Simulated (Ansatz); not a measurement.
The starting structures come from a database of crystals and need not be the phases stable at ambient conditions.

Where the default PAW files enter, the runs use the earlier of Ansatz's two default sets.

Data:

```xyz
2
Lattice="3.0249 0.0000 0.0000 -1.5125 2.6197 0.0000 1.5125 0.8732 2.4214" Properties=species:S:1:pos:R:3 pbc="T T T"
Mg     0.0000     0.0000     0.0000
O      3.0249     1.7464     1.2107
```

Space group of this cell: R-3m. The cell is strained (lengths across the current scaled by 1.02, ions clamped); by r2SCAN its mean pressure is -4.7 GPa.

Transport runs along the normal of the first two printed cell vectors, the (111) (indices of the unstrained crystal) plane of the conventional cell.

The gap is the functional's own. No spin-orbit coupling. Mid-gap values are those at the computed energy nearest the middle.

**Question.** State the band gap and the smallest decay constant κ at mid-gap according to r2SCAN (Ansatz, an electronic-structure program).

**Answer.** Gap 5.28 eV on a 14×14×14 mesh; κ = 0.347 1/Å, at the zone centre.
